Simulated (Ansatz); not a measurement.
```yaml
crystal:
  lattice:
    - [5.40131, 0.00000, 0.00000]
    - [-2.70066, 4.67768, 0.00000]
    - [0.00000, 0.00000, 4.31004]
  atoms:
    - { symbol: V, position: [0.33333, 0.66667, 0.75000] }
    - { symbol: V, position: [0.66667, 0.33333, 0.25000] }
    - { symbol: Ir, position: [0.16745, 0.33490, 0.25000] }
    - { symbol: Ir, position: [0.83255, 0.66510, 0.75000] }
    - { symbol: Ir, position: [0.83255, 0.16745, 0.75000] }
    - { symbol: Ir, position: [0.16745, 0.83255, 0.25000] }
    - { symbol: Ir, position: [0.66510, 0.83255, 0.25000] }
    - { symbol: Ir, position: [0.33490, 0.16745, 0.75000] }
```

VIr₃ (P6_3/mmc), PBEsol, DFPT electron-phonon coupling, linearised Boltzmann equation (plane waves, PAW, scalar-relativistic; Ansatz, a program for electronic structure): the phonon-limited resistivity at 300 K is 13.6 μΩ·cm (x, the basal plane), 13.6 μΩ·cm (y, the basal plane), 9.40 μΩ·cm (z, c). Third figures are kept for the arithmetic.

Q: Bound the resistivity of a random, dense polycrystal without boundary scattering, and give the anisotropy.

A: Largest over smallest: 1.45. Upper bound, grains in series: (13.6 + 13.6 + 9.40)/3 = 12.2 μΩ·cm. Lower bound, grains side by side: 3/Σ(1/ρ) = 11.8 μΩ·cm. The best single-crystal direction lies 21 % under the lower bound.

A metal at this level (no band gap). Only scattering by harmonic phonons is included (no impurities, grain boundaries, electron-electron scattering or thermal expansion). Spin-orbit coupling is left out, which matters with elements this heavy. Halving the electron mesh (20x20x20) moves the resistivity by up to 4 % at 300 K, the mean free path by up to 3 %. Smearing 0.20 eV; phonons on a 3x3x3 q mesh, which this run doesn't test.

Computed structure with no diffraction record at hand here (it may be known, metastable or hypothetical): VIr3 (P6_3/mmc). Treated as nonmagnetic (a ferromagnetic start lost its moment, other orders weren't tried): VIr3 (P6_3/mmc).
